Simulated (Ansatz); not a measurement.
## GeSe (model structure, started from the h-BN type, P6₃/mmc, No. 194, 4 atoms in the cell)

The numbers are results of PBEsol (PAW; Ansatz, a first-principles code), not measurements.

Settings: plane-wave cutoff 500 eV, 12×12×4 k mesh (along the axes of the cell as run), Fermi–Dirac smearing 0.05 eV, scalar-relativistic PAW data made under PBE.

Cell (relaxed at this level):

```
GeSe
1.0
    4.69303     0.00000     0.00000
   -2.34652     4.06428     0.00000
    0.00000     0.00000     5.62381
Ge Se
2 2
Direct
  0.33333   0.66667   0.25000
  0.66667   0.33333   0.75000
  0.33333   0.66667   0.75000
  0.66667   0.33333   0.25000
```

For GeSe (model structure, started from the h-BN type, P6₃/mmc, No. 194, 4 atoms in the cell), the band gap comes out as 0.30 eV (on the SCF k mesh).

Note: the relaxation could raise the start's symmetry but not lower it, so the cell can be a saddle point.

Spin–orbit coupling is not included.

Computing time: roughly 11 core-minutes.

A model structure was made by putting elements into a prototype or built by hand; it is no filed structure, need not be a known phase, and can be a saddle point held by its symmetry.
